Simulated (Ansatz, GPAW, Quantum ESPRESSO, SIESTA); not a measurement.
One structure in several programs: Li2Pd (P6/mmm, 3 atoms in the cell)

Relaxation of cell and atoms.

```
Li2Pd
1.0
    4.20512     0.00000     0.00000
   -2.10256     3.64174     0.00000
    0.00000     0.00000     2.67986
Li Pd
2 1
Cartesian
  0.00000   2.42783   1.33993
  2.10256   1.21391   1.33993
  0.00000   0.00000   0.00000
```

Shared settings, as Ansatz (an electronic-structure program) writes them: kpoints.mp_grid.grid = 9 9 12; scf.occupations.method = fermi_dirac; scf.occupations.width = 0.1 eV. Potentials and cutoffs stand in the table.

```csv
code,model,final volume (Å³/atom),cutoff
Ansatz,"PBEsol, PAW files made with PBE",13.60,default
Quantum ESPRESSO,"PBEsol, GBRV 1.5 ultrasoft (PBESOL) pseudopotentials",13.60,40 Ry
GPAW,"PBEsol, GPAW PAW datasets PBEsol (made by gpaw-setup)",13.64,550 eV
SIESTA,"GGA PBEsol, numerical atomic orbitals TZP, PseudoDojo PBEsol standard norm-conserving potentials (rewritten from UPF to PSML)",13.54,grid 300 Ry
```

On Ansatz's run: spin polarisation is off.

The spread over the programs that give each value: final volume within 0.10 Å³/atom.

SIESTA uses small atom-centred bases, whose incompleteness enters pressures, forces and empty levels differently from a plane-wave cutoff. The programs treat the finite-basis stress differently while the cell relaxes: Ansatz adds an estimate of it.

The starting cell comes from a database of computed structures (which also holds hypothetical and non-ambient phases and stackings), without a prior relaxation at this level.

Keys are those of Ansatz 0.2.
